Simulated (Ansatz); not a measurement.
fcc Al (1 1 1) on antifluorite Mg2Si (1 1 1) (film strained to the substrate, started from cuts of the bulks and a machine-learned relaxation; slabs Mg24Si12 and Al28, which can lie off the formulas)

A periodic stack without vacuum, fcc Al (1 1 1) on antifluorite Mg2Si (1 1 1) (film strained to the substrate, started from cuts of the bulks and a machine-learned relaxation; slabs Mg24Si12 and Al28, which can lie off the formulas): substrate slab Mg24Si12, film Al28, surface cells [[-2, 1], [-1, -1]] and [[1, -3], [3, -2]], film strained by +3.1 and +3.1 %, outermost planes Mg/Mg and Al/Al as cut, which need not be the usual terminations and can put a slab off its formula.

The start was prepared with a machine-learned potential, and the result is one local minimum, with the in-plane cell held and forces under 0.04 eV/Å; the film can end far from its bulk form.

The numbers are results of PBE (plane waves to 420 eV, PAW; Ansatz, a first-principles code), not measurements. No spin–orbit coupling; the runs are not spin-polarised; PBE gaps are too small against experiment. Its k-point mesh 4×4×1, Fermi–Dirac width 0.05 eV.

- interface area: 52.6 Å²
- period: 24.56 Å
- heights between the nearest atoms of the two slabs at the two interfaces: 1.87 and 1.85 Å
- Al–Mg contacts across the interfaces within 1.22 times the sum of covalent radii: 14, mean 2.95 Å
- Al–Si contacts across the interfaces within 1.22 times the sum of covalent radii: 2, mean 2.77 Å
- hole barrier (PBE): 0.06 eV
- electron barrier (PBE): 0.16 eV

```
Al7Mg6Si3
1.0
    7.79297     0.00040    -0.07473
    3.89667     6.74921     0.01678
   -3.48173    -2.42781    24.57577
Mg Si Al
24 12 28
Direct
  0.68904   0.01809   0.05365
  0.33599   0.68531   0.04742
  0.01075   0.34846   0.04964
  0.69928   0.37722   0.12210
  0.36651   0.04053   0.12338
  0.03683   0.70596   0.12273
  0.72289   0.73498   0.19742
  0.39095   0.39585   0.19708
  0.05673   0.06610   0.19770
  0.74691   0.09164   0.27267
  0.41289   0.75706   0.27238
  0.08102   0.42282   0.27272
  0.76933   0.44982   0.34755
  0.43726   0.11563   0.34787
  0.10319   0.78117   0.34758
  0.79311   0.80665   0.42246
  0.45953   0.47670   0.42310
  0.12771   0.13762   0.42296
  0.81413   0.16655   0.49755
  0.48326   0.83214   0.49678
  0.15142   0.49522   0.49821
  0.84051   0.52419   0.57046
  0.51501   0.18650   0.57267
  0.16045   0.85481   0.56702
  0.02516   0.02951   0.08640
  0.68524   0.69781   0.08227
  0.35564   0.35715   0.08193
  0.06877   0.74286   0.23498
  0.73412   0.41318   0.23458
  0.40353   0.07790   0.23579
  0.11612   0.45958   0.38577
  0.78149   0.12989   0.38536
  0.44659   0.79477   0.38443
  0.16584   0.17434   0.53828
  0.82483   0.84296   0.53367
  0.49507   0.51544   0.53837
  0.82590   0.23505   0.66785
  0.38550   0.39473   0.67661
  0.96318   0.53152   0.68109
  0.51791   0.65310   0.65080
  0.10075   0.80991   0.67356
  0.67801   0.93452   0.66714
  0.23947   0.12597   0.64892
  0.32820   0.88899   0.76056
  0.89159   0.03520   0.76414
  0.46109   0.16836   0.76301
  0.04042   0.30920   0.76503
  0.61467   0.46645   0.76315
  0.18985   0.60484   0.76965
  0.74159   0.75700   0.76600
  0.82571   0.54748   0.85480
  0.40515   0.68795   0.85725
  0.97247   0.82298   0.85596
  0.53822   0.96764   0.85982
  0.12385   0.10059   0.85382
  0.67409   0.25307   0.85075
  0.25161   0.39090   0.85719
  0.34047   0.20747   0.96822
  0.90059   0.32632   0.93869
  0.47925   0.46411   0.94457
  0.03706   0.62350   0.95194
  0.62536   0.73389   0.97194
  0.18688   0.92289   0.95161
  0.76437   0.04801   0.94729
```
